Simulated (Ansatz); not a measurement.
The parent structure is Cs2AgBiF6 (space group Fm-3m, No. 225; a = 9.5412 Å; a cell from a computed database, its experimental status unchecked).

(Cell as relaxed with PBE.)

Levels (all Ansatz, a first-principles code, PAW): PBE (420 eV, spin-orbit coupling left out); r2SCAN (500 eV, no SOC).

Each level relaxes its own structure.

| quantity | PBE | r2SCAN |
|---|---|---|
| volume per atom | 21.71 Å³ | [?] |
| lattice parameter a | 9.541 Å | [?] |
| band gap | 2.76 eV | [?] |
| gap character | indirect, X → L | [?] |
| electron mass | 1.1 mₑ along k, 0.59 mₑ across | [?] |
| hole mass | 0.47 mₑ along k, 1.7 mₑ across | [?] |

Question: Predict the r2SCAN column.

Answer: 
- volume per atom, r2SCAN: 20.50 Å³
- lattice parameter a, r2SCAN: 9.359 Å
- band gap, r2SCAN: 3.19 eV
- gap character, r2SCAN: indirect, X → L
- electron mass, r2SCAN: 1.5 mₑ along k, 0.58 mₑ across
- hole mass, r2SCAN: 0.45 mₑ along k, 1.4 mₑ across

PBE's volume per atom lies 1.219 Å³ above r2SCAN's (6.0 %); PBE's lattice parameter a lies 0.182 Å above r2SCAN's (1.9 %); PBE's band gap lies 0.43 eV below r2SCAN's; the two agree on the gap character. Neither level is exact; r2SCAN is the comparison here, not a measurement.

Spin-orbit coupling, missing from the scalar runs, can matter with Bi. Effective masses come from finite differences of ±0.01 Å⁻¹. Along k means along the line from Γ to the band edge. Stability against distortions was not tested.
